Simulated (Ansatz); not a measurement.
```yaml
crystal:
  lattice:
    - [3.12027, 0.00000, 0.00000]
    - [0.00000, 3.12027, 0.00000]
    - [1.56013, -1.56013, 3.98743]
  atoms:
    - { symbol: Si, position: [0.33446, 0.66554, 0.33108] }
    - { symbol: Si, position: [0.66554, 0.33446, 0.66892] }
    - { symbol: Mo, position: [0.00000, 0.00000, 0.00000] }
```

No spin polarisation.

The values are results of PBE (Ansatz, a first-principles code; PAW; 420 eV plane waves; no spin-orbit coupling), not measurements. Settings: 25×25×25 k-points, 0.1 eV Fermi–Dirac smearing.

Task: What band gap does the calculation give?

Result: Zero.

Task: Estimate the mean in-plane stress (compression positive).

Result: +15.8 GPa.

The cells carry an imposed strain or load. No phonon test of stability was made. The final runs are not spin-polarised. The cell was made from MoSi₂ (space group I4/mmm, No. 139) by this change: biaxial strain −3.00 %, plane normal [001], relaxed out of plane.
